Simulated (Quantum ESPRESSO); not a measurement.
Input and output of a self-consistent single point for MoPd₂ (Immm, 3 atoms in the cell) (Quantum ESPRESSO).

Method: PBEsol, GBRV 1.5 ultrasoft (PBESOL) pseudopotentials (plane waves; Quantum ESPRESSO 7.5).

```
MoPd2
1.0
   -1.37353     1.97203     4.11381
    1.37353    -1.97203     4.11381
    1.37353     1.97203    -4.11381
Mo Pd
1 2
Cartesian
  0.00000   0.00000   0.00000
  0.00000   0.00000   2.75461
  0.00000   0.00000   5.47301
```

Reference input (self-consistent single point, DFT, PBEsol, plane waves, GBRV 1.5 ultrasoft (PBESOL) pseudopotentials): ecutwfc = 40 Ry; ecutrho = 320 Ry; occupations = smearing; smearing = cold; degauss = 0.019992 Ry; potentials = {Mo: mo_pbesol_v1.uspp.F.UPF, Pd: pd_pbesol_v1.4.uspp.F.UPF}; K_POINTS = automatic 10 10 10 0 0 0; conv_thr = 1e-10 Ry; mixing_beta = 0.7. This run's input differs from it in these lines:

```diff
@@ -31,3 +31,3 @@
 K_POINTS {automatic}
-10 10 10  0 0 0
+14 14 14  0 0 0
 CELL_PARAMETERS {angstrom}
```

Output (repeated stretches shortened):

```
     Self-consistent Calculation

     iteration #  1     ecut=    40.00 Ry     beta= 0.70

---- Real-time Memory Report at c_bands before calling an iterative solver
           300 MiB given to the printing process from OS
           271 MiB allocation reported by mallinfo(arena+hblkhd)
------------------

     negative rho (up, down):  1.495E-01 0.000E+00

     total energy              =    -530.45743909 Ry
     estimated scf accuracy    <       8.75721530 Ry

     iteration #  2     ecut=    40.00 Ry     beta= 0.70

---- Real-time Memory Report at c_bands before calling an iterative solver
   [... lines left out ...]
           390 MiB given to the printing process from OS
           284 MiB allocation reported by mallinfo(arena+hblkhd)
------------------

     negative rho (up, down):  1.566E-01 0.000E+00

     total energy              =    -536.64932497 Ry
     estimated scf accuracy    <          1.1E-10 Ry

     iteration # 14     ecut=    40.00 Ry     beta= 0.70

---- Real-time Memory Report at c_bands before calling an iterative solver
           390 MiB given to the printing process from OS
           284 MiB allocation reported by mallinfo(arena+hblkhd)
------------------

     negative rho (up, down):  1.566E-01 0.000E+00
     End of self-consistent calculation

     the Fermi energy is    20.2537 ev

!    total energy              =    -536.64932497 Ry
     estimated scf accuracy    <          5.2E-11 Ry
     smearing contrib. (-TS)   =      -0.00005709 Ry
     internal energy E=F+TS    =    -536.64926788 Ry

     convergence has been achieved in  14 iterations

     negative rho (up, down):  1.566E-01 0.000E+00

     Forces acting on atoms (cartesian axes, Ry/au):

     atom    1 type  1   force =     0.00000000    0.00000000    0.00000000
     atom    2 type  2   force =    -0.00000000    0.00000000    0.00133384
     atom    3 type  2   force =     0.00000000   -0.00000000   -0.00133384

     Total force =     0.001886     Total SCF correction =     0.000003

     negative rho (up, down):  1.566E-01 0.000E+00
          total   stress  (Ry/bohr**3)                   (kbar)     P=      -50.49
  -0.00034070   0.00000000   0.00000000          -50.12        0.00        0.00
   0.00000000  -0.00033280   0.00000000            0.00      -48.96        0.00
   0.00000000   0.00000000  -0.00035611            0.00        0.00      -52.39

   JOB DONE.
```

The run converged in 14 iterations. Against the reference run the free energy goes up by 2.6 meV/atom, the pressure hardly changes (-5.11 to -5.05 GPa) and the largest force moves little (0.035 to 0.034 eV/Å).

The starting cell comes from a database of computed structures (which also holds hypothetical and non-ambient phases and stackings), without a prior relaxation at this level. Spin polarisation is off. With a pressure of about -5 GPa the cell is away from its equilibrium volume at this level.

Cost on one core of a shared machine: roughly 5 min.
